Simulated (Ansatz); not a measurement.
Consider Cu₃N (space group Pm-3m, No. 221; a = 3.765 Å). Axes: x, y, z lie along the cube axes.

All numbers come from Ansatz (a quantum-chemistry and plane-wave program) PBEsol, without spin-orbit coupling, earlier PAW set.

Strains are applied to the cell and any free atomic positions relax; under biaxial strain the out-of-plane vector relaxes too.

One change was made to it. Results:

The pressure (mean of the normal stresses, compression positive) goes from zero to 4.4 GPa; the volume per atom decreases by 0.38 Å³, from 13.34 Å³ to 12.96 Å³; the energy increases by 18 meV/atom.

Problem. Which change produced these results?
A. isotropic strain −2.54 %
B. biaxial strain −3.32 %, plane normal [110], relaxed out of plane
C. uniaxial strain ε_xx = −2.78 %
D. isotropic strain −0.60 %
E. biaxial strain −0.62 %, plane normal [111], relaxed out of plane

Solution. B, biaxial strain −3.32 %, plane normal [110], relaxed out of plane. For comparison, the energy relative to the base in the other runs: isotropic strain −0.60 % gives +1.8 meV/atom; biaxial strain −0.62 %, plane normal [111], relaxed out of plane gives +0.3 meV/atom; isotropic strain −2.54 % gives +35 meV/atom; uniaxial strain ε_xx = −2.78 % gives +9.9 meV/atom.

Whether these cells are dynamically stable was not tested. All final runs are without spin polarisation. Gaps under 0.05 eV, about the width of the smearing, are given as zero.
